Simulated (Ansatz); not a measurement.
**Response to strain in SrTiO3**

The reference is SrTiO$_{3}$ in the cubic perovskite structure (space group Pm-3m, No. 221).

```yaml
crystal:
  lattice:
    - [3.89114, 0.00000, 0.00000]
    - [0.00000, 3.89114, 0.00000]
    - [0.00000, 0.00000, 3.89114]
  atoms:
    - { symbol: Sr, position: [0.00000, 0.00000, 0.00000] }
    - { symbol: Ti, position: [0.50000, 0.50000, 0.50000] }
    - { symbol: O, position: [0.50000, 0.00000, 0.50000] }
    - { symbol: O, position: [0.00000, 0.50000, 0.50000] }
    - { symbol: O, position: [0.50000, 0.50000, 0.00000] }
```

Strains are applied to the cell and any free atomic positions relax.

The values are results of DFT with PBEsol, PAW potentials and a 420 eV plane-wave cutoff in Ansatz (a quantum-chemistry and plane-wave program), no spin-orbit coupling, not measurements.

```csv
isotropic strain (%),pressure (GPa)
0,0.0
1.2,-6.2
1.8,?
2.4,-11.3
3,-13.6
```

Question: Fit P = P₀ − Bδ + Cδ² with δ = (1 + ε)³ − 1 to the rows shown and predict the withheld row.

Answer: Least squares on the printed values gives P₀ = 0.0 GPa, B = 183 GPa, C = 401 GPa (largest residual 0.1 GPa); this predicts -8.9 GPa, and the run gives -8.9 GPa, in agreement.

No phonon test of stability was made. The final runs are not spin-polarised. Many cubic perovskites are stable only at high temperature; tilts and polar distortions were not tested.
